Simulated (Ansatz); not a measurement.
bcc V (1 1 0) on 3C silicon carbide (1 1 0) (film strained to the substrate, started from cuts of the bulks and a machine-learned relaxation; slabs C10Si10 and V10, which can lie off the formulas)

A periodic stack without vacuum, bcc V (1 1 0) on 3C silicon carbide (1 1 0) (film strained to the substrate, started from cuts of the bulks and a machine-learned relaxation; slabs C10Si10 and V10, which can lie off the formulas): substrate slab C10Si10, film V10, surface cells [[0, -1], [1, -1]] and [[-2, -1], [-2, -2]], film strained by +3.3 and +3.3 %, outermost planes CSi/CSi and V/V as cut, which need not be the usual terminations and can put a slab off its formula.

The start was prepared with a machine-learned potential, and the result is one local minimum, with the in-plane cell held and forces under 0.04 eV/Å; the film can end far from its bulk form.

Method: PBE (plane waves to 420 eV, PAW; Ansatz, an electronic-structure program). Scalar-relativistic, without spin–orbit coupling; the runs are not spin-polarised; PBE gaps are too small against experiment. Its k-point mesh 12×7×1, Fermi–Dirac width 0.05 eV.

* **interface area**: 13.6 Å²
* **period**: 25.49 Å
* **heights between the nearest atoms of the two slabs at the two interfaces**: 1.53 and 1.53 Å
* **Si–V contacts across the interfaces within 1.22 times the sum of covalent radii**: 8, mean 2.60 Å
* **C–V contacts across the interfaces within 1.22 times the sum of covalent radii**: 6, mean 2.32 Å
* **hole barrier (PBE)**: 1.13 eV
* **electron barrier (PBE)**: 0.24 eV

```yaml
crystal:
  lattice:
    - [3.09713, 0.00038, 0.01455]
    - [3.09713, 4.38036, -0.04430]
    - [-1.70812, -1.84318, 25.51254]
  atoms:
    - { symbol: C, position: [0.12591, 0.17048, 0.02507] }
    - { symbol: C, position: [0.11105, 0.71899, 0.09054] }
    - { symbol: C, position: [0.11508, 0.24536, 0.14926] }
    - { symbol: C, position: [0.11640, 0.77610, 0.21095] }
    - { symbol: C, position: [0.11781, 0.30602, 0.27116] }
    - { symbol: C, position: [0.11912, 0.83655, 0.33234] }
    - { symbol: C, position: [0.12031, 0.36670, 0.39255] }
    - { symbol: C, position: [0.12152, 0.89753, 0.45424] }
    - { symbol: C, position: [0.11968, 0.42976, 0.51296] }
    - { symbol: C, position: [0.13651, 0.94656, 0.57843] }
    - { symbol: Si, position: [0.36230, 0.96628, 0.08776] }
    - { symbol: Si, position: [0.35213, 0.44649, 0.02961] }
    - { symbol: Si, position: [0.36662, 0.02556, 0.21036] }
    - { symbol: Si, position: [0.36578, 0.49531, 0.15051] }
    - { symbol: Si, position: [0.36909, 0.08637, 0.33193] }
    - { symbol: Si, position: [0.36778, 0.55625, 0.27157] }
    - { symbol: Si, position: [0.37217, 0.14622, 0.45299] }
    - { symbol: Si, position: [0.37055, 0.61676, 0.39315] }
    - { symbol: Si, position: [0.36279, 0.21802, 0.57389] }
    - { symbol: Si, position: [0.37101, 0.67983, 0.51574] }
    - { symbol: V, position: [0.86325, 0.25587, 0.64890] }
    - { symbol: V, position: [0.86664, 0.74743, 0.63842] }
    - { symbol: V, position: [0.37267, 0.78120, 0.72111] }
    - { symbol: V, position: [0.37228, 0.28342, 0.72423] }
    - { symbol: V, position: [0.87002, 0.32091, 0.80175] }
    - { symbol: V, position: [0.87104, 0.81977, 0.80177] }
    - { symbol: V, position: [0.36461, 0.86238, 0.88243] }
    - { symbol: V, position: [0.36375, 0.36137, 0.87927] }
    - { symbol: V, position: [0.85108, 0.40931, 0.95459] }
    - { symbol: V, position: [0.85420, 0.91139, 0.96509] }
```
